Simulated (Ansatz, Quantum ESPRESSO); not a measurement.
One structure in several programs: BeMo3 (Pm-3n, 8 atoms in the cell)

Self-consistent single point, at a second geometry (lattice scaled by 0.98). First geometry:

```
BeMo3
1.0
    4.80639     0.00000     0.00000
    0.00000     4.80639     0.00000
    0.00000     0.00000     4.80639
Be Mo
2 6
Cartesian
  0.00000   0.00000   0.00000
  2.40320   2.40320   2.40320
  1.20160   0.00000   2.40320
  3.60479   0.00000   2.40320
  2.40320   3.60479   0.00000
  2.40320   1.20160   0.00000
  0.00000   2.40320   3.60479
  0.00000   2.40320   1.20160
```

Shared settings, as Ansatz (a first-principles code) writes them: kpoints.mp_grid.grid = 7 7 7; scf.occupations.method = gaussian; scf.occupations.width = 0.1 eV. Potentials and cutoffs stand in the table.

```
code                                                             model  ΔF from the first geometry (meV/atom)  pressure (GPa)   cutoff
----------------  ----------------------------------------------------  -------------------------------------  --------------  -------
Quantum ESPRESSO  PBEsol, GBRV 1.5 ultrasoft (PBESOL) pseudopotentials                                   28.5           13.90    40 Ry
Ansatz                                 PBEsol, PAW files made with PBE                                   30.1           14.49  default
```

On Ansatz's run: spin polarisation is off.

The spread over the programs that give each value: ΔF from the first geometry within 1.6 meV/atom; pressure within 0.59 GPa.

Ansatz's pressure is given at a fixed set of plane waves, as the other plane-wave codes print theirs.

The starting cell comes from a database of computed structures (which also holds hypothetical and non-ambient phases and stackings), without a prior relaxation at this level. Its lattice was rescaled by a random factor within 2.5 % of one. For this run, on top of that: lattice scaled by 0.98.

Keys are those of Ansatz 0.2.
